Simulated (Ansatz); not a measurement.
The reference is MgS in the rock salt structure (space group Fm-3m, No. 225).

```yaml
crystal:
  lattice:
    - [0.00000, 2.60152, 2.60152]
    - [2.60152, 0.00000, 2.60152]
    - [2.60152, 2.60152, 0.00000]
  atoms:
    - { symbol: Mg, position: [0.00000, 0.00000, 0.00000] }
    - { symbol: S, position: [0.50000, 0.50000, 0.50000] }
```

Cartesian axes are those of the cell as printed.

Computed with Ansatz (a first-principles code), r2SCAN, PAW, cutoff 500 eV, no spin-orbit coupling.

Now apply this change: every lattice vector is stretched by 2.00 %, atoms relaxed at fixed cell.

Q: Predict the stress tensor and what it implies for the stiffness.

A: Stress of the strained cell less that of the base (GPa, compression positive):
```
  -4.20    0.00    0.00
   0.00   -4.20    0.00
   0.00    0.00   -4.20
```

Then B = −ΔP/(ΔV/V₀) with ΔV/V₀ = 0.0612 gives secant stiffness values (nonlinear terms included at this strain): B ≈ 69 GPa.

As a check, the harmonic strain energy −½ V₀ Δσ:ε is 14 meV/atom; the computed energy rise is 15 meV/atom.

No phonon test of stability was made.
